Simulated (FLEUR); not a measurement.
FLEUR is run on EuH3Pd (Pm-3m, 5 atoms in the cell), and the run fails. The aim is a self-consistent single point with DFT, LDA (Perdew-Zunger), all-electron FLAPW (FLEUR), scalar-relativistic valence.

Cell that was meant: a = 3.8685 Å, b = 3.8685 Å, c = 3.8685 Å, α = 90.00°, β = 90.00°, γ = 90.00°.

Part of the input:

```xml
1.0 1.0 1.0

5
63 0.5000000000 0.5000000000 0.5000000000 : 0.00
1 0.0000000000 0.0000000000 0.5000000000 : 0.00
1 0.5000000000 0.0000000000 0.0000000000 : 0.00
1 0.0000000000 0.5000000000 0.0000000000 : 0.00
[...]
      </bulkLattice>
   </cell>
   <atomSpecies>
      <species name="Europium (Eu)" element="Eu" atomicNumber="63">
         <mtSphere radius="2.68" gridPoints="925" logIncrement="0.014"/>
         <atomicCutoffs lmax="10" lnonsphr="8"/>
         <electronConfig flipSpins="F">
            <coreConfig>(1s1/2) (2s1/2) (2p1/2) (2p3/2) (3s1/2) (3p1/2) (3p3/2) (4s1/2) (3d3/2) (3d5/2) (4p1/2) (4p3/2) (4d3/2) (4d5/2)</coreConfig>
            <valenceConfig>(5s1/2) (5p1/2) (5p3/2) (6s1/2) (4f5/2) (4f7/2)</valenceConfig>
            <stateOccupation state="(4f5/2)" spinUp="1.5" spinDown="1.5"/>
            <stateOccupation state="(4f7/2)" spinUp="2" spinDown="2"/>
         </electronConfig>
         <energyParameters s="6" p="6" d="5" f="4"/>
         <lo type="SCLO" l="0" n="5" eDeriv="0"/>
[...]
      </species>
   </atomSpecies>
   <atomGroups>
      <atomGroup species="Europium (Eu)">
         <relPos label="                   1">1.000/2.000 1.000/2.000 1.000/2.000</relPos>
         <force calculate="T" relaxXYZ="TTT"/>
      </atomGroup>
```

Output, abridged:

```
      Welcome to FLEUR        (www.flapw.de)
      MaX-Release 8.1          (www.max-centre.eu)

 ========== k-point set info ==========
 Selected k-point list: default-1
 k-point list type: mesh
 4 x 4 x 4
 Number of k points: 10

 ------------Calculation Setup---------------------------
           1           2           5          10
 Number of basis functions:          722
************FLEUR-Warning*****************
Error message: Spin-polarized calculation (jspins=2) without any actual polarization given. Is this wanted?
Error occurred in subroutine: optional
Error from PE:0/1
Warnings not ignored. To make the warning nonfatal create a file 'JUDFT_WARN_ONLY' in the working directory or start FLEUR with the -warn_only command line option.
```

Read the log: what does the program object to, and what is the fix?

The fault is a spin-polarised run without starting moments; here the program stops on it instead of giving results. To fix it, give starting moments. The program stopped with an error.

The sound input it was made from differs as follows (other fixes are possible):
```diff
-63 0.5000000000 0.5000000000 0.5000000000 : 0.00
+63 0.5000000000 0.5000000000 0.5000000000 : 7.00
-      <species name="Europium (Eu)" element="Eu" atomicNumber="63">
+      <species name="Europium (7.000" element="Eu" atomicNumber="63">
-            <stateOccupation state="(4f5/2)" spinUp="1.5" spinDown="1.5"/>
-            <stateOccupation state="(4f7/2)" spinUp="2" spinDown="2"/>
+            <stateOccupation state="(4f5/2)" spinUp="3.0" spinDown="0.0"/>
+            <stateOccupation state="(4f7/2)" spinUp="4.0" spinDown="0.0"/>
-      <atomGroup species="Europium (Eu)">
+      <atomGroup species="Europium (7.000">
```

With that input, the run converged in 25 iterations: free energy E − TS -432368.8645 eV; Fermi level (on the code's own zero) 8.79 eV; size of the cell's spin moment 6.86 μB; site moments (μB, in the program's spheres or projections) Eu 6.70, H -0.01, H -0.01, H -0.01, Pd 0.01 (DFT, LDA (Perdew-Zunger), all-electron FLAPW (FLEUR), scalar-relativistic valence).

On the sound input: the starting cell comes from a database of computed structures (which also holds hypothetical and non-ambient phases and stackings), without a prior relaxation at this level. Its lattice was rescaled by a random factor within 2.5 % of one. With one magnetic atom in the cell only a parallel order is possible. With U or open f shells several self-consistent states can exist. The f electrons are in the valence without U or exact exchange, which can misplace them near the Fermi level. Spin-orbit terms, which matter for f shells, are left out. Values depend on the basis (sphere radii, cutoffs, local orbitals), which need not be converged.
